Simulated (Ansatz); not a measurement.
The starting structures come from a database of crystals and need not be the phases stable at ambient conditions.

By PBEsol, the system below comes out a metal.

Without scattering a metal conducts by its projected Fermi surface.

Consider the following.

```yaml
crystal:
  lattice:
    - [3.18228, 0.00000, 0.00000]
    - [0.00000, 3.23476, 0.00000]
    - [0.00000, -1.61738, 2.80138]
  atoms:
    - { symbol: Mo, position: [0.00000, 0.00000, 0.00000] }
    - { symbol: P, position: [0.50000, 0.66667, 0.33333] }
```

The cell is taken as given; by PBEsol it stands under a pressure of -4.5 GPa.

The current flows along the normal of the first two printed cell vectors, the (100) plane of the conventional cell. No spin-orbit coupling; the value is a mean over 0.1 eV about the Fermi level.

Task: Predict the ballistic conductance per area from PBEsol run with Ansatz (an electronic-structure program).

Result: 0.61 × 10¹⁵ S/m² for both spins.
